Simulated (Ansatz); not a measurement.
## Habitual settings against a tight run: VGe₂ (P6_222, 9 atoms in the cell)

Self-consistent single point.

```yaml
crystal:
  lattice:
    - [4.71598, 0.00000, 0.00000]
    - [-2.35799, 4.08416, 0.00000]
    - [0.00000, 0.00000, 6.50369]
  atoms:
    - { symbol: V, position: [0.50000, 0.00000, 0.00000], spin: 2.0 }
    - { symbol: V, position: [0.50000, 0.50000, 0.33333], spin: 2.0 }
    - { symbol: V, position: [0.00000, 0.50000, 0.66667], spin: 2.0 }
    - { symbol: Ge, position: [0.83394, 0.66788, 0.00000] }
    - { symbol: Ge, position: [0.16606, 0.83394, 0.33333] }
    - { symbol: Ge, position: [0.33212, 0.16606, 0.66667] }
    - { symbol: Ge, position: [0.16606, 0.33212, 0.00000] }
    - { symbol: Ge, position: [0.83394, 0.16606, 0.33333] }
    - { symbol: Ge, position: [0.66788, 0.83394, 0.66667] }
```
(The spins are starting values, not results.)

Method of the run: PBEsol, PAW files made with PBE (plane waves; Ansatz, a program for electronic structure).

Base settings: basis.ecutwfc = 30.9 Ry; kpoints.mp_grid.grid = 5 5 3; hamiltonian.xc = pbesol; hamiltonian.pseudopotentials = {kind: paw} (the program's default PAW files); magnetization.spin_polarized = true; scf.occupations.method = gaussian; scf.occupations.width = 0.0147 Ry.

Tight run (finer mesh or higher cutoff; not a proven limit): basis.ecutwfc: 30.9 Ry → 43.4 Ry; kpoints.mp_grid.grid: 5 5 3 → 7 7 5; scf.convergence.dr2_threshold: default (1e-07 eV) → 1e-09 eV. It gave Fermi level (on the code's own zero) 16.06 eV; pressure 3.34 GPa; largest force (vector length) 0.043 eV/Å; size of the cell's spin moment 0.00 μB.

Quick runs, as changes from the base:
- A: the base itself
- B: basis.ecutwfc: 30.9 Ry → 18.4 Ry; kpoints.mp_grid.grid: 5 5 3 → 3 3 3
- C: kpoints.mp_grid.grid: 5 5 3 → 4 4 4
- D: basis.ecutwfc: 30.9 Ry → 24.6 Ry; kpoints.mp_grid.grid: 5 5 3 → 2 2 2; scf.occupations.method: gaussian → cold; scf.occupations.width: 0.0147 Ry → 0.02 Ry; scf.convergence.dr2_threshold: default (1e-07 eV) → 0.001 eV

Energies are extrapolated to zero smearing width, which holds to low order in the width alone.

The count of work is k-points × plane waves × bands × iterations; it is no time. 

Pressures in the table are Ansatz's without its Pulay estimate, at a fixed set of plane waves; the tight run's value above holds the estimate.

The starting cell comes from a database of computed structures (which also holds hypothetical and non-ambient phases and stackings), without a prior relaxation at this level. Its lattice was rescaled by a random factor within 2.5 % of one. The starting moments vanished: the run ended non-magnetic, which need not be the lowest state. The program warned that a starting moment was not kept. In the base run, with a pressure of about 3 GPa the cell is away from its equilibrium volume at this level.

```tsv
run	energy less tight (meV/atom)	pressure less tight (GPa)	largest miss in a force vector (eV/Å)	count of work / tight
A	4.4	0.00	0.002	0.24
B	702.3	-50.45	0.007	0.064
C	-2.0	-0.09	0.012	0.26
D	-26.1	-2.44	0.181	0.084
```

Among the runs at the tight run's level, the energy misses run from 2.0 to 702.3 meV/atom.

Left out of this page: 1 run of the series unsound by tests on forces, stress, charge or solver warnings; 1 run of the series outside the window shown, repeating another row's setting, or not comparable.

Keys are those of Ansatz 0.2.
